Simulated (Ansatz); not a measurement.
The starting structures come from a database of crystals and need not be the phases stable at ambient conditions.

# Evanescent states of AlCuBr4 (P-42c, not sure to be the ambient phase, 12 atoms a cell, 29.1 Å³ an atom) along the normal of (100)

Method: r2SCAN (plane waves, PAW; Ansatz, a first-principles code).

The gap is the functional's own, uncorrected, and κ follows it; spin-orbit coupling is left out. Mid-gap values are interpolated between the computed energies.

Energies count from the valence-band top; κ is the least over a 6×4 mesh across the current.

```
E (eV)  κ (1/Å)  where
------  -------  -----
0.07      0.230  off Γ
0.21      0.266      Γ
0.35      0.284      Γ
0.49      0.294      Γ
0.63      0.299      Γ
0.77      0.302      Γ
0.91      0.301      Γ
1.05      0.298      Γ
1.19      0.293      Γ
1.33      0.287      Γ
1.47      0.278      Γ
1.61      0.268      Γ
1.75      0.256      Γ
1.89      0.241      Γ
2.03      0.224      Γ
2.17      0.204      Γ
2.31      0.179      Γ
2.45      0.147      Γ
2.59      0.102      Γ
```

Q: How thick must the barrier be to attenuate the transmission by 10^8 when the electrodes' Fermi level lies at 0.63 eV, and what attenuation does that film give at 0.77 eV?

A: d = 8 ln 10 / (2 × 0.299) = 30.8 Å. At 0.77 eV it gives 8 × 0.302/0.299 = 8.1 decades.
